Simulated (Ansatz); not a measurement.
## A computed series for hypothetical diamond Al: pressure series

Consider Al in the diamond structure (space group Fd-3m, No. 227; a = 5.9952 Å; a hypothetical phase, not in the database extracts checked).

Cell and atoms are relaxed at each pressure.

Calculations: Ansatz (a program for electronic structure), PBEsol, PAW, cutoff 420 eV, spin-orbit coupling left out.

Two rows of this table had their results exchanged by mistake.

| pressure | volume per atom (Å³) | shortest distance (Å) | band gap |
|---|---|---|---|
| pressure −2 GPa | 28.50 | 2.645 | zero |
| pressure −1 GPa | 27.65 | 2.619 | zero |
| pressure 0.3 GPa | 26.74 | 2.590 | zero |
| pressure 0.7 GPa | 26.48 | 2.581 | zero |
| pressure 1.5 GPa | 22.58 | 2.448 | zero |
| pressure 3 GPa | 25.22 | 2.540 | zero |
| pressure 5 GPa | 24.32 | 2.509 | zero |
| pressure 7.5 GPa | 23.38 | 2.476 | zero |
| pressure 10 GPa | 26.01 | 2.566 | zero |

### Question
Which two?

### Answer
The rows for pressure 1.5 GPa and pressure 10 GPa: the volume has to fall steadily with pressure, so 26.01 Å³ belongs to pressure 1.5 GPa and 22.58 Å³ to pressure 10 GPa.

Load acts through the strain it causes; cell and atoms are relaxed under it. No phonon test of stability was made. Competing high-pressure phases were not computed.
